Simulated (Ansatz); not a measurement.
**Effect of pressure 9 GPa on InAs**

Take InAs in the zinc blende structure (space group F-43m, No. 216; a = 6.1866 Å) as the base.

Modification: a hydrostatic pressure of 9 GPa.

Method: PBE in Ansatz (plane waves to 420 eV, PAW, scalar-relativistic without spin-orbit coupling), earlier PAW set. k-mesh 9×9×9 (Γ-centred); smearing 0.05 eV (Fermi–Dirac).

| quantity | base | changed | shift |
|---|---|---|---|
| volume per atom | 29.60 Å³ | 25.87 Å³ | -3.73 Å³ |
| density | 5.32 g/cm³ | 6.09 g/cm³ | +0.77 g/cm³ |
| lattice parameter a | 6.187 Å | 5.915 Å | -0.272 Å |
| shortest interatomic distance | 2.679 Å | 2.561 Å | -0.118 Å |
| band gap | zero | 0.14 eV | – |
| valley order (the lowest conduction-band minima on the path, energy above the VBM, named in the base's zone) | – | Γ 0.14 eV; L along ⟨111⟩ 1.11 eV; X along ⟨100⟩ 1.44 eV | – |

Cost of the whole job for the changed cell (relaxation, final SCF and bands): very roughly 25 core-seconds.

Load acts through the strain it causes; cell and atoms are relaxed under it. Stability against distortions was not tested. All final runs are without spin polarisation. Measured, InAs leaves this structure (for rock salt) near 7 GPa (temperature not stated; as listed in Datta, Sujoy, Jana, Debnarayan, arXiv (2020)). The zero or small gap of InAs can change with the level of theory.

Ansatz is a quantum-chemistry and plane-wave program.
